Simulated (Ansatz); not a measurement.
Start from Nb in the bcc (W type) structure (space group Im-3m, No. 229; a = 3.3027 Å). Axes: x, y, z lie along the cube axes.

Calculations: r2SCAN, PAW, 500 eV (Ansatz, an electronic-structure program; no spin-orbit coupling).

For the base:

The shortest interatomic distance comes out as 286.0 pm.

One thing is altered: a free-standing slab of 7 layers (7 atoms, 1 a layer) is cut normal to [110], with 15 Å of vacuum and the in-plane cell held at bulk.

### Question
How does this affect the excess energy per area of both faces?

### Answer
The excess energy per area of both faces (slab less bulk energy over the cell's area: twice a surface energy) amounts to 4.4 J/m² (uncertain by up to 0.1 J/m²).

### Question
What happens to the change of the spacing d23 from its bulk value of 2.335 Å?

### Answer
The change of the spacing d23 from its bulk value of 2.335 Å amounts to +0.5 %.

### Question
Predict the new shortest interatomic distance.

### Answer
The shortest interatomic distance drops by 8.8 pm (286.0 pm → 277.2 pm).

Slab and bulk use different k-meshes, which limits the precision of the excess energy. No phonon test of stability was made. All final runs are without spin polarisation.
